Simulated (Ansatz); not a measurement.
Start from Sn (space group I4_1/amd, No. 141).

Space group I4₁/amd, origin choice 1 (No. 141); a = 5.888 Å, b = 5.888 Å, c = 3.185 Å, α = 90.00°, β = 90.00°, γ = 90.00°

```json
[
 {"atom": "Sn", "site": "4a", "symmetry": "-4m2", "x": "0.0000", "y": "0.0000", "z": "0.0000"}
]
```
(The calculation used a cell of 2 atoms; values per cell refer to that cell.)

Level of theory: Kohn–Sham DFT with the r2SCAN functional, run in Ansatz (a quantum-chemistry and plane-wave program) with PAW and 500 eV plane waves, no SOC, earlier PAW set.

Base values:

- Lattice parameter a: 5.888 Å
- c/a ratio: 0.541

It is then changed as follows: cell and atoms relaxed at a pressure of 75 GPa.

### Question
Predict the new lattice parameter a and c/a ratio.

### Answer
The lattice parameter a falls by 0.830 Å (5.888 Å → 5.058 Å); the c/a ratio hardly moves (0.541 against 0.539).

Load acts through the strain it causes; cell and atoms are relaxed under it. Stability against distortions was not tested. Measured, Sn leaves this structure (for a body-centred tetragonal phase) near 8 GPa (temperature not stated; as listed in Olga Degtyareva, NATO science for peace and security series. B, Physics and biophysics (2010)).
